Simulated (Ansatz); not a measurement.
Data:

```xyz
2
Lattice="0.0000 1.8028 1.8028 1.8028 0.0000 1.8028 1.8028 1.8028 0.0000" Properties=species:S:1:pos:R:3 pbc="T T T"
B      0.0000     0.0000     0.0000
N      0.9014     0.9014     0.9014
```

These are HSE06, rigid bands (plane waves, PAW, scalar-relativistic; Ansatz, a program for electronic structure) values and carry that method's errors. How the cell was made: cell and atoms relaxed with PBEsol.

Task: What conductivity effective mass do dilute holes have at 300 K?

Result: 0.65 mₑ.

Task: What conductivity effective mass do dilute electrons have at 300 K?

Result: 0.37 mₑ.

Task: And the band gap?

Result: 5.80 eV at this level.

Rigid bands, one relaxation time for all states, no polarons. Spin-orbit coupling is left out. Geometry: cell and atoms relaxed with PBEsol.
